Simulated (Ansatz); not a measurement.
# A computed series for AlRu: response to strain

Consider AlRu in the CsCl type structure (space group Pm-3m, No. 221; relaxed with 0.1 eV smearing).

```xyz
2
Lattice="2.9832 0.0000 0.0000 0.0000 2.9832 0.0000 0.0000 0.0000 2.9832" Properties=species:S:1:pos:R:3 pbc="T T T"
Al     1.4916     1.4916     1.4916
Ru     0.0000     0.0000     0.0000
```

Strains are applied to the cell and any free atomic positions relax.

Method: r2SCAN, PAW, 500 eV (Ansatz, a program for electronic structure; without spin-orbit coupling).

Notes on the quantities. energy relative to the base: free energy F.

```tsv
isotropic strain (%)	energy relative to the base (meV/atom)
-3	81.8
-2.5	55.8
-2	35.1
-1.5	19.4
-1	?
-0.5	2.1
0	0.0
```

**Question.** Fit ΔE = Aε² + Bε³ (ε in %) to the rows shown and predict the withheld row.

**Answer.** Least squares on the printed values gives A = 8.15 and B = -0.31 meV/atom (largest residual 0.0 meV/atom); this predicts 8.5 meV/atom, and the run gives 8.5 meV/atom, in agreement.

Whether these cells are dynamically stable was not tested. All final runs are without spin polarisation.
